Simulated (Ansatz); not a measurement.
**W2C: pressure series**

The reference is W2C (space group P-3m1, No. 164; a = 3.0347 Å, c = 4.6563 Å).

Cell and atoms are relaxed at each pressure.

Calculations: DFT with PBE-D3(BJ), PAW potentials and a 420 eV plane-wave cutoff in Ansatz (a quantum-chemistry and plane-wave program), without spin-orbit coupling.

Two rows of this table had their results exchanged by mistake.

```
pressure          volume per atom (Å³)  shortest distance (Å)  band gap
----------------  --------------------  ---------------------  --------
pressure −2 GPa                  12.46                  2.120      zero
pressure −1 GPa                  12.20                  2.109      zero
pressure 0.3 GPa                 12.37                  2.117      zero
pressure 0.7 GPa                 12.35                  2.116      zero
pressure 1.5 GPa                 12.32                  2.115      zero
pressure 3 GPa                   12.27                  2.112      zero
pressure 5 GPa                   12.42                  2.119      zero
pressure 7.5 GPa                 12.11                  2.105      zero
pressure 10 GPa                  12.03                  2.102      zero
```

Q: Which two?

A: The rows for pressure −1 GPa and pressure 5 GPa: the volume has to fall steadily with pressure, so 12.42 Å³ belongs to pressure −1 GPa and 12.20 Å³ to pressure 5 GPa.

Load acts through the strain it causes; cell and atoms are relaxed under it. Whether these cells are dynamically stable was not tested. Competing high-pressure phases were not computed. All final runs are without spin polarisation.
